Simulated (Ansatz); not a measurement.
Cells marked so need not be the phases stable at ambient conditions, and some may be hypothetical.

 Where the default PAW files enter, the runs use the earlier of Ansatz's two default sets.

The gap is the functional's own. No spin-orbit coupling. Mid-gap values are interpolated on the energy grid.

A. Sr₂YTaO₆ (I4/m, not sure to be the ambient phase, 10 atoms a cell, 14.1 Å³ an atom), along the normal of (100)
B. Na₃P (P6_3/mmc, not sure to be the ambient phase, 8 atoms a cell, 23.0 Å³ an atom), along the normal of (100)
C. K2Se (Fm-3m, anti-fluorite, not sure to be the ambient phase, 3 atoms a cell, 37.6 Å³ an atom), along the normal of (110)
D. SrAlSiH (P3m1, not sure to be the ambient phase, 4 atoms a cell, 19.2 Å³ an atom, -2 GPa at this level), along the normal of (110)

Order them by mid-gap decay constant of the slowest evanescent state (highest first) at the level PBEsol in Ansatz (a first-principles code).

A (0.31 1/Å), C (0.24 1/Å), D (0.09 1/Å), B (0.05 1/Å)
